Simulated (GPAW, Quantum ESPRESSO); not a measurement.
A GPAW input for a self-consistent single point of NiSi2 (Fm-3m, 3 atoms in the cell) (DFT PBE, plane waves, GPAW PAW datasets PBE (gpaw-data 1.0.1)):

```python
from ase import Atoms
from ase.units import GPa
from gpaw import GPAW, PW

atoms = Atoms(['Si', 'Si', 'Ni'],
              cell=[[0.000000, 2.615644, 2.615644],
                    [2.615644, 0.000000, 2.615644],
                    [2.615644, 2.615644, 0.000000]],
              scaled_positions=[[0.250000, 0.250000, 0.250000],
                                [0.750000, 0.750000, 0.750000],
                                [0.000000, 0.000000, 0.000000]],
              pbc=True)

calc = GPAW(mode=PW(850),
            xc='PBE',
            kpts=(9, 9, 9),
            occupations={'name': 'methfessel-paxton', 'width': 0.136, 'order': 0},
            nbands=-9,
            convergence={'forces': 0.001},
            symmetry={'symmorphic': False, 'tolerance': 0.0005},
            maxiter=120,
            txt='-')

atoms.calc = calc

energy = atoms.get_potential_energy()
print('Energy (eV):', round(energy, 6))
forces = atoms.get_forces()
print('Forces (eV/Ang):')
print(forces.round(5))
stress = atoms.get_stress()
print('Stress (GPa, Voigt):', (stress / GPa).round(4))
```

### Question
Give the Quantum ESPRESSO input for the same structure, mesh, smearing and functional.

### Answer
This is the input that was run; spellings and numerical settings could be chosen otherwise.

```fortran
&CONTROL
    calculation = 'scf'
    prefix = 'NiSi2'
    outdir = './tmp/'
    pseudo_dir = './'
    tprnfor = .true.
    tstress = .true.
/
&SYSTEM
    ibrav = 2
    celldm(1) = 9.8857015990
    nat = 3
    ntyp = 2
    ecutwfc = 65
    ecutrho = 520
    occupations = 'smearing'
    smearing = 'gaussian'
    degauss = 0.0099958
/
&ELECTRONS
    conv_thr = 1e-10
    mixing_beta = 0.7
/
ATOMIC_SPECIES
Si    28.0850  Si.pbe-n-rrkjus_psl.1.0.0.UPF
Ni    58.6934  ni_pbe_v1.4.uspp.F.UPF
ATOMIC_POSITIONS {alat}
Si   -0.2500000000    0.2500000000    0.2500000000
Si   -0.7500000000    0.7500000000    0.7500000000
Ni    0.0000000000    0.0000000000    0.0000000000
K_POINTS {automatic}
9 9 9  0 0 0
```

Basis, cutoffs, solver keys and any potentials are the target program's own. This input uses DFT, PBE, plane waves, SSSP 1.1.2 precision (PBE) pseudopotentials. Both were run: pressure 24.74 GPa in GPAW and 23.26 in Quantum ESPRESSO.

On Quantum ESPRESSO: the starting cell has typed, rounded lattice constants, without a prior relaxation at this level. Its lattice was rescaled by a random factor within 2.5 % of one. For this run, on top of that: lattice scaled by 0.98. Spin polarisation is off. With a pressure of about 23 GPa the cell is away from its equilibrium volume at this level.

On GPAW: the starting cell has typed, rounded lattice constants, without a prior relaxation at this level. Its lattice was rescaled by a random factor within 2.5 % of one. For this run, on top of that: lattice scaled by 0.98. Spin polarisation is off. With a pressure of about 25 GPa the cell is away from its equilibrium volume at this level.
